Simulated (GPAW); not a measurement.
Worked example: self-consistent single point of Sn (Fd-3m, 2 atoms in the cell) in GPAW.

Method: LDA (Perdew-Wang 92), GPAW PAW datasets LDA (gpaw-data 1.0.1) (plane waves; GPAW 25.7.0).

```xyz
2
Lattice="0.0000 3.2445 3.2445 3.2445 0.0000 3.2445 3.2445 3.2445 0.0000" Properties=species:S:1:pos:R:3 pbc="T T T"
Sn     0.0000     0.0000     0.0000
Sn     1.6222     1.6222     1.6222
```

Reference input (self-consistent single point, DFT PBE, plane waves, GPAW PAW datasets PBE (gpaw-data 1.0.1)): mode = pw; ecut = 600 eV; xc = PBE; kpts = 9 9 9; mesh shift (steps) = 0 0 0; occupations.name = fermi-dirac; occupations.width = 0.05 eV; nbands = -8; convergence.density = 1e-05 e/electron; convergence.energy = 1e-05 eV/electron; convergence.bands = -6; symmetry.symmorphic = false. This run's input differs from it in these lines:

```diff
@@ -13,7 +13,7 @@
 calc = GPAW(mode=PW(600),
-            xc='PBE',
+            xc='LDA',
             kpts=(9, 9, 9),
             occupations=FermiDirac(0.05),
-            nbands=-8,
-            convergence={'density': 1e-05, 'energy': 1e-05, 'bands': -6},
+            nbands=-10,
+            convergence={'density': 1e-05, 'energy': 1e-05},
             symmetry={'symmorphic': False, 'tolerance': 0.0005},
```

Its files differ too (potentials: GPAW PAW datasets LDA (gpaw-data 1.0.1)).

Output, abridged:

```
     iter     time        total  log10-change:
                         energy   eigst   dens
iter:   1 --:--:--    -9.499233
iter:   2 --:--:--    -9.504998   -1.51  -1.45
iter:   3 --:--:--    -9.423236   -2.16  -1.48
iter:   4 --:--:--    -9.425782   -3.37  -2.30
iter:   5 --:--:--    -9.423136   -3.77  -2.40
iter:   6 --:--:--    -9.422615   -4.76  -2.90
iter:   7 --:--:--    -9.422940   -5.38  -2.96
iter:   8 --:--:--    -9.422386   -4.68  -2.85
iter:   9 --:--:--    -9.422383   -6.72  -3.92
iter:  10 --:--:--    -9.422411c  -6.01  -3.84
iter:  11 --:--:--    -9.422389c  -6.32  -3.82
iter:  12 --:--:--    -9.422389c  -7.51c -4.51
iter:  13 --:--:--    -9.422389c  -8.27c -4.70
iter:  14 --:--:--    -9.422389c  -8.05c -4.72
iter:  15 --:--:--    -9.422389c  -8.87c -4.82
iter:  16 --:--:--    -9.422389c  -8.28c -4.89
iter:  17 --:--:--    -9.422389c  -8.97c -4.92
iter:  18 --:--:--    -9.422389c -10.47c -5.49c
Converged after 18 iterations.

Dipole moment: (-3.924055, -3.924055, -3.924055) |e|*Ang

Energy contributions relative to reference atoms: (reference = -335731.173622)

Kinetic:         +7.272634
Potential:       -6.927122
External:        +0.000000
XC:              -9.800856
Entropy (-ST):   -0.002540
Local:           +0.034225
SIC:             +0.000000
--------------------------
Free energy:     -9.423659
Extrapolated:    -9.422389

Showing only first 2 kpts
 Kpt  Band  Eigenvalues  Occupancy
  0    12      4.71026    0.09506
  0    13      4.71026    0.09506
  0    14      4.71026    0.09506
  0    15      6.77943    0.00000

  1    12      4.10412    1.99978
  1    13      4.10412    1.99978
  1    14      5.93931    0.00000
  1    15      6.33328    0.00000

Fermi level: 4.56037

No gap
No difference between direct/indirect transitions
Energy (eV): -9.422389

Forces in eV/Ang:
  0 Sn   -0.00000   -0.00000    0.00000
  1 Sn   -0.00000    0.00000    0.00000

Stress tensor:
     0.003813    -0.000000    -0.000000
    -0.000000     0.003813    -0.000000
    -0.000000    -0.000000     0.003813
Stress (GPa, Voigt): [ 0.6109  0.6109  0.6109 -0.     -0.     -0.    ]
```

The run converged in 18 iterations. GPAW prints stress with tension positive. Against the reference run the pressure goes from 2.97 to -0.61 GPa.

The starting cell has typed, rounded lattice constants, without a prior relaxation at this level.

Cost on one core of a shared machine: roughly 60 s.
